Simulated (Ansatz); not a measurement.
## What tensor shear ε_xy = +2.00 % does to Au

The parent structure is Au in the fcc (Cu type) structure (space group Fm-3m, No. 225; a = 4.125 Å; relaxed with 0.1 eV smearing). Axes: x, y, z lie along the cube axes.

Perturbation: a pure shear with ε_xy = ε_yx = 0.0200; the atoms relax in the strained cell.

Calculations: Ansatz (a quantum-chemistry and plane-wave program), r2SCAN, PAW, cutoff 500 eV, spin-orbit coupling left out. Settings: 27×27×27 k-points, 0.1 eV Fermi–Dirac smearing.

The volume per atom stays essentially unchanged (17.54 Å³ against 17.53 Å³) and the space group changes from Fm-3m (No. 225) to Immm (No. 71). The energy increases by 2.0 meV/atom and the pressure (mean of the normal stresses, compression positive) goes from zero to 0.3 GPa. The band gap stays zero and the stress (xx, yy, zz, yz, xz, xy; compression positive) is (0.4, 0.4, 0.0, 0.0, 0.0, -1.1) GPa.

Final structure:

```
CELL_PARAMETERS angstrom
      0.04125     2.06226     2.06226
      2.06226     0.04125     2.06226
      2.10350     2.10350     0.00000
ATOMIC_POSITIONS crystal
  Au 0.00000 0.00000 0.00000
```

Cost of the whole job for the changed cell (relaxation, final SCF and bands): very roughly 3 core-minutes.

Stability against distortions was not tested.
